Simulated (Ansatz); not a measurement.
## PBE against PBEsol: HfSi2, Hf → Ti

Take HfSi₂ (space group Cmcm, No. 63; a = 3.6825 Å, b = 14.5985 Å, c = 3.6583 Å) as the base.

(Cell as relaxed with PBE.)

Levels (all Ansatz, a program for electronic structure, PAW, earlier PAW set): PBE (420 eV, scalar-relativistic without spin-orbit coupling); PBEsol (420 eV, spin-orbit coupling left out).

Each level relaxes its own structure.

```csv
base,PBE,PBEsol
volume per atom,16.39 Å³,15.87 Å³
band gap,zero,zero
```

Modification: Ti takes the place of Hf on all its sites; the structure is relaxed again.

```tsv
quantity	PBE	PBEsol
shortest interatomic distance	2.404 Å	…
band gap	zero	…
```

Problem. Given the PBE results, estimate those of PBEsol.

Solution. 
- shortest interatomic distance, PBEsol: 2.394 Å
- band gap, PBEsol: zero

PBE's shortest interatomic distance lies 0.010 Å above PBEsol's (0.4 %); the two agree on the band gap. Neither level is exact; PBEsol is the comparison here, not a measurement.

Whether these cells are dynamically stable was not tested. The final runs are not spin-polarised.
